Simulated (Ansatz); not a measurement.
Results of r²SCAN+rVV10 (Ansatz, a first-principles code, PAW) for BaC2 (C2/c, No. 15; cell taken from a computed entry).

Settings: plane-wave cutoff 500 eV, 10×10×6 k mesh (along the axes of the cell as run), Fermi–Dirac smearing 0.05 eV, scalar-relativistic PAW data made under PBE.

Cell (relaxed at this level):

```xyz
6
Lattice="3.7535 -2.3789 0.0743 3.7535 2.3789 0.0743 -2.6712 0.0000 7.6567" Properties=species:S:1:pos:R:3 pbc="T T T"
Ba     3.0857    -1.5038     1.9885
Ba     1.7501     1.5038     5.8168
C      4.2733     0.7115     3.5340
C      0.5625    -0.7115     4.2713
C      1.8980     0.7115     0.4429
C      2.9377    -0.7115     7.3624
```

Question: Estimate the band gap that the calculation returns.

Answer: 
* **band gap**: 2.17 eV (on the SCF k mesh)

Note: the relaxation could not lower the start's symmetry, so the cell can be a saddle point above a distorted one.

Spin–orbit coupling is not included.

Computing time: about 13 core-minutes (a rough figure).
